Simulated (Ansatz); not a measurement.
System: CsCl-type CoGa. Method: r²SCAN+rVV10 (PAW; Ansatz, a first-principles code).

Settings: plane-wave cutoff 600 eV, 16×16×16 k mesh, Fermi–Dirac smearing 0.1 eV, finite displacements, no spin polarisation, scalar-relativistic PAW data made under PBE.

Cell (relaxed at this level):

```
CELL_PARAMETERS angstrom
      2.83535     0.00000     0.00000
      0.00000     2.83535     0.00000
      0.00000     0.00000     2.83535
ATOMIC_POSITIONS crystal
  Ga 0.50000 0.50000 0.50000
  Co 0.00000 0.00000 0.00000
```

**Question.** Estimate the zone-centre TO phonon frequency that the calculation returns.

**Answer.** 
- zone-centre TO phonon frequency: 250 cm⁻¹

It cost very roughly 29 core-minutes of CPU time.
